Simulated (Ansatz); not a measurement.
Structure of amorphous Hf18O39Gd2 (periodic cell):

```xyz
59
Lattice="8.8946 0.1118 -0.1201 0.1118 9.4587 0.1494 -0.1201 0.1494 9.2013" Properties=species:S:1:pos:R:3 pbc="T T T"
Hf     5.8562     2.6869     8.5868
Hf     6.1063     7.6971     3.7927
Hf     0.2665     0.5401     4.1711
Hf     3.9347     5.5883     3.0283
Hf     1.5060     3.9569     4.4569
Hf     4.2989     8.3459     7.8284
Hf     8.4584     4.5478     7.8269
Hf     6.4680     1.6864     2.5461
Hf     7.4629     5.1750     1.9727
Hf     4.4789     4.9815     6.6870
Hf     1.4553     7.0318     0.3474
Hf     7.3742     8.4813     0.4063
Hf     7.8488     7.4548     6.2967
Hf     0.3815     1.4665     0.2611
Hf     2.9532     3.4444     0.9249
Hf     7.0258     4.1898     4.9498
Hf     2.8719     1.7786     6.5655
Hf     2.5480     7.7516     5.0853
O      7.0991     1.1339     0.4123
O      6.3465     3.7138     2.9779
O      1.6081     1.5277     7.9034
O      7.5912     8.9599     4.5375
O      2.2879     5.8607     4.3296
O      1.5752     1.9126     4.9492
O      0.0626     4.2501     5.9416
O      4.8711     2.1568     1.2043
O      3.4151     6.7299     6.9087
O      5.7943     7.5672     8.7950
O      5.7069     3.1881     6.4110
O      5.7614     7.9563     5.8751
O      4.6898     1.0606     7.7149
O      0.0344     4.1996     3.1712
O      0.7592     8.1695     5.7608
O      8.4879     6.8271     1.2284
O      1.0684     3.6580     0.1202
O      0.3556     6.4493     7.9493
O      3.0820     3.7111     2.9646
O      6.2415     8.9038     2.1018
O      6.8293     5.5076     6.8352
O      7.5540     2.1239     4.5829
O      8.5840     1.3442     2.2886
O      1.9244     8.9857     3.5153
O      2.9686     3.7928     6.0919
O      4.0488     7.6339     3.5604
O      5.7319     6.2139     2.2573
O      0.5535     8.8724     0.4344
O      2.7334     5.6457     1.2379
O      7.8788     2.6022     7.7696
O      5.0425     5.2092     4.7555
O      4.1709     4.0070     8.5390
O      5.0637     0.9196     3.7801
O      3.3928     9.3184     6.1219
O      7.1294     4.2048     0.2390
O      7.4808     6.2445     4.2826
O      2.1626     1.6413     1.3236
O      3.1614     8.2320     0.1977
O      7.5508     9.0190     7.4940
Gd     6.1655     0.8581     5.7991
Gd     3.6001     0.1316     2.0449
```

Calculation: PBE, scalar-relativistic without spin-orbit coupling (plane waves to 420 eV, PAW; Ansatz, a quantum-chemistry and plane-wave program). In the spin-polarised cell the level spacing at the Fermi energy can part levels of unlike spin.

A CHGNet melt-quench gave the starting glass, which DFT then relaxed. O atoms were pushed apart under 1.9 Å during the dynamics, to hinder bonds among them. The hot cell started wider than the set density and was brought back towards it in steps. It is the lowest in DFT energy of 3 quenches. It is a model cell: composition and starting density were chosen by hand, and all elements were melted together. No dispersion term was used. Its density started from a set value of 8.91 and ended at 8.91 g/cm³. The quench (nominally 300 K/ps over its main leg) was far faster than any real one, so the model tends to hold more defects than a real film. A cell of this size samples the disorder only roughly. The volume was held where the preparation left it and the shape relaxed, at a PBE pressure of 0.8 GPa. Stress components on the final sampling reach 0.9 GPa.

Neighbours within Hf-Hf 3.34 Å, Hf-O 2.60 Å, Hf-Gd 3.83 Å, O-O 1.58 Å, O-Gd 2.88 Å, Gd-Gd 4.31 Å count as bonded. Two cations that share two anions don't count as bonded, nor two that share one unless they lie closer than Hf-Hf 3.25 Å, Hf-Gd 3.72 Å, Gd-Gd 4.19 Å.

### Question
Give the coordination numbers, mean bond lengths and angles.

### Answer

| Item | Value |
|---|---|
| Mean coordination of Hf by anions | 6.17 (2 with 5, 11 with 6, 5 with 7); 1 close contacts or bonds to cations besides |
| Mean coordination of O | 3.21 (3 with 2, 25 with 3, 11 with 4) |
| Mean coordination of Gd by anions | 7.00 (2 with 7); 1 close contacts or bonds to cations besides |
| Mean Hf-O bond | 2.135 Å (spread 0.114 Å, 111 counted) |
| Mean O-Gd bond | 2.395 Å (spread 0.108 Å, 14 counted) |
| Bond angle at Hf | mean 103.0°, spread 29.7° |
| Bond angle at O | mean 113.7°, spread 20.1° |
| Bond angle at Gd | mean 100.1°, spread 31.1° |

### Question
List the pairs of like atoms that count as bonded by the rules above.

### Answer
There are none by these rules.

### Question
What Bader charges do the atoms carry, from a run on the zone centre alone?

### Answer
Means (range): Hf +2.60 e (+2.54 to +2.66), O -1.31 e (-1.37 to -1.21), Gd +2.09 e (+2.04 to +2.14).
```tsv
atom	charge (e)
Hf1	+2.61
Hf2	+2.57
Hf3	+2.60
Hf4	+2.60
Hf5	+2.65
Hf6	+2.56
Hf7	+2.61
Hf8	+2.58
Hf9	+2.61
Hf10	+2.63
Hf11	+2.61
Hf12	+2.60
Hf13	+2.60
Hf14	+2.66
Hf15	+2.61
Hf16	+2.61
Hf17	+2.54
Hf18	+2.62
O19	-1.32
O20	-1.31
O21	-1.21
O22	-1.32
O23	-1.31
O24	-1.31
O25	-1.31
O26	-1.33
O27	-1.33
O28	-1.24
O29	-1.35
O30	-1.32
O31	-1.37
O32	-1.27
O33	-1.29
O34	-1.33
O35	-1.33
O36	-1.32
O37	-1.30
O38	-1.33
O39	-1.34
O40	-1.32
O41	-1.28
O42	-1.29
O43	-1.31
O44	-1.33
O45	-1.29
O46	-1.28
O47	-1.34
O48	-1.28
O49	-1.30
O50	-1.33
O51	-1.29
O52	-1.32
O53	-1.33
O54	-1.32
O55	-1.27
O56	-1.31
O57	-1.28
Gd58	+2.04
Gd59	+2.14
```
